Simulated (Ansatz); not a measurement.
Start from BaHfO₃ in the cubic perovskite structure (space group Pm-3m, No. 221; a = 4.1575 Å). Axes: x, y, z lie along the cube axes.

Calculations: Ansatz (an electronic-structure program) PBEsol, scalar-relativistic without spin-orbit coupling.

For the base:

The band gap is 3.58 eV and the smallest direct gap is 3.67 eV.

Perturbation: tensor shear ε_xy = +1.00 % (engineering shear γ = 0.0200), atoms relaxed at fixed cell.

### Question
How does this affect the band gap, smallest direct gap and energy relative to the base?

### Answer
The band gap decreases by 0.098 eV (3.58 eV → 3.49 eV); the smallest direct gap drops by 0.13 eV, from 3.67 eV to 3.54 eV; the energy increases by 1.6 meV/atom.

With Hf present, leaving out spin-orbit coupling can change the band edges. The cells carry an imposed strain or load. Stability against distortions was not tested.
